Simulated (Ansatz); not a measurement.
Hf on a Al site (surface) in a 2x2 cell of the 1x1 (0001) surface of corundum (cut with top plane Al)

Host crystal: corundum, with a band gap (PBE, scalar-relativistic without spin-orbit coupling).

All values below come from PBE (plane waves to 420 eV, PAW; Ansatz, a program for electronic structure).

Slab: 80 atoms, 6.7 Å thick at the start (thin: gaps and levels are the slab's own); k 3x3x1, smearing 0.01 eV, dipole-corrected; 16 atoms held, the rest relaxed; symmetry of the start imposed; spin-polarised, ending with about 1.0 μB a cell; orders that need a larger cell were not tried, no spin-orbit, no U.

```
Property                                                                              Value
----------------------------------------------------------------------------------  -------
formation energy against fcc Al, hcp Hf                                             0.48 eV
gap of the slab on its k-mesh                                                       1.07 eV
highest filled level below the top vacuum level                                     3.51 eV
change of the step from the bottom to the top vacuum level, against the clean slab  0.46 eV
energy released by relaxation                                                       4.72 eV
magnetic moment of the cell                                                         1.00 μB
largest move of a host atom                                                          0.78 Å
```
